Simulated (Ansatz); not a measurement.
## Hypothetical diamond Ga: pressure series

Start from Ga in the diamond structure (space group Fd-3m, No. 227; a = 5.8843 Å; a hypothetical phase, not in the database extracts checked).

Cell and atoms are relaxed at each pressure.

Computed with PBE (Ansatz, a program for electronic structure), without spin-orbit coupling.

```json
[
 {"pressure (GPa)": "-1", "volume per atom (Å³/atom)": "26.229"},
 {"pressure (GPa)": "0", "volume per atom (Å³/atom)": "25.468"},
 {"pressure (GPa)": "0.3", "volume per atom (Å³/atom)": "25.255"},
 {"pressure (GPa)": "0.7", "volume per atom (Å³/atom)": "24.985"},
 {"pressure (GPa)": "1.5", "volume per atom (Å³/atom)": "24.481"},
 {"pressure (GPa)": "3", "volume per atom (Å³/atom)": "23.687"},
 {"pressure (GPa)": "5", "volume per atom (Å³/atom)": "?"},
 {"pressure (GPa)": "7.5", "volume per atom (Å³/atom)": "21.936"},
 {"pressure (GPa)": "10", "volume per atom (Å³/atom)": "21.201"}
]
```

**Question.** Fit the third-order Birch–Murnaghan form P(V) = (3B₀/2)[(V₀/V)^(7/3) − (V₀/V)^(5/3)]·[1 + (3/4)(B₀′ − 4)((V₀/V)^(2/3) − 1)] (squares taken in P) to the rows shown and predict the withheld row.

**Answer.** Least squares on the printed values gives V₀ = 25.457 Å³/atom, B₀ = 35.2 GPa, B₀′ = 4.8; this predicts 22.822 Å³/atom, and the run gives 22.821 Å³/atom, in agreement.

Load acts through the strain it causes; cell and atoms are relaxed under it. Stability against distortions was not tested. No other phases were tried under pressure.
